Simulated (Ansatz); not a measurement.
Worked calculations on one periodic cell of amorphous Al$_{28}$O$_{43}$Be: Al28O43Be, 72 atoms, volume 777.1 Å³, made by a melt-quench on the CHGNet potential and relaxed with DFT. O atoms were pushed apart under 1.9 Å during the dynamics, to hinder bonds among them. It is a model cell: composition and starting density were chosen by hand, and all elements were melted together. Cycles of charging were run to anneal it. All values below come from PBE, scalar-relativistic without spin-orbit coupling (plane waves to 420 eV, PAW; Ansatz, a quantum-chemistry and plane-wave program). Sampling: a 2×2×2 Γ-centred mesh; Fermi-Dirac width 0.02 eV; no spin polarisation. Its volume was relaxed, its shape was free, and it stands at a mean pressure of 0.1 GPa with stress components up to 0.1 GPa; the relaxation ran on the zone centre alone. Its density went from a set 3.09 to 3.10 g/cm³. The cell is small and was quenched far faster than a real film, so it is one sample of the glass.

Task: Count formal charges (Al +3, O -2, Be +2). What does the count lead one to expect at the Fermi level, and what does the calculation give?

Result: 28 × (+3) + 43 × (-2) + 1 × (+2) = 0. The charges balance, so the anion-derived valence states can be full and a gap can open. On this mesh the highest filled and lowest empty level lie 3.13 eV apart; localised defect or tail levels set that (at the zone centre the more localised edge state sits most on one O atom with neighbours Al 1.67 Å, Al 1.73 Å), and the nearest spread-out levels lie 4.0 eV apart.

Four energies for a hole at PBE on the zone centre alone (charged cells in a uniform background, spin-polarised): neutral at the neutral geometry -39636.829 eV; charged at the neutral geometry -39642.128 eV; charged and relaxed -39642.421 eV; neutral at the charged geometry -39636.158 eV.

Task: Find the two relaxation energies and their sum, the reorganisation energy.

Result: On charging: -39642.128 − (-39642.421) = 0.293 eV. On discharging: -39636.158 − (-39636.829) = 0.671 eV. The sum is 0.964 eV. The carrier's level spreads over 4 of the 72 atoms' worth, so it counts as localised, most on one O atom with neighbours Al 1.70 Å, Al 1.72 Å (neutral geometry). The values are uncorrected: the image energy of a point charge in this cell, 2.84 × 14.40 / (2 × 9.2) = 2.2 eV before screening, is screened by electrons alone at the fixed geometry and by ions too after relaxing, and the carrier can be spread before it relaxes, so each term can be off by up to that value times 1/ε∞, some tenths of an eV. PBE's self-interaction favours spread-out carriers, so a hybrid can localise more.
